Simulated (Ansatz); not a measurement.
Input:

```
Rb
1.0
    5.76687     0.00000     0.00000
    0.00000     5.76687     0.00000
    2.88343    -2.88343     2.64954
Rb
1
Cartesian
  0.00000   0.00000   0.00000
```

No spin polarisation.

All numbers come from PBEsol (Ansatz, an electronic-structure program; PAW; 420 eV plane waves; without spin-orbit coupling). Γ-centred 17×17×17 mesh, Fermi–Dirac width 0.1 eV.

Task: Predict the band gap, in-plane stress and space group.

Result: 
* **Band gap**: zero
* **Mean in-plane stress (compression positive)**: -0.1 GPa
* **Space group**: I4/mmm (No. 139)

The cells carry an imposed strain or load. Whether these cells are dynamically stable was not tested. The cell was made from Rb in the bcc (W type) structure (space group Im-3m, No. 229) by this change: biaxial strain +3.44 %, plane normal [001], relaxed out of plane.
